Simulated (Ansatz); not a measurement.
Start from SiC (space group P6_422, No. 181; a = 3.0657 Å, c = 7.0310 Å; a hypothetical phase, not in the database extracts checked). Axes: x lies along a and z along c of the hexagonal cell.

It is then changed as follows: uniaxial strain ε_xx = +2.84 %, all other strain components held at zero, atoms relaxed at fixed cell.

Levels (all Ansatz, an electronic-structure program, PAW): PBEsol (420 eV, no spin-orbit coupling); r2SCAN (500 eV, no spin-orbit coupling); HSE06 (420 eV, spin-orbit coupling left out).

At the geometry relaxed with PBEsol, these levels gave the following band gaps, in shuffled order: (a) 1.69 eV, (b) 1.24 eV, (c) 0.83 eV.

Task: Match each gap to its level.

Result: (a) HSE06; (b) r2SCAN; (c) PBEsol.

Single points use the geometry relaxed with PBEsol. HSE06 gaps are upper bounds (no full band path). No phonon test of stability was made. The base started in P3_121 and relaxed to P6_422 at this level.
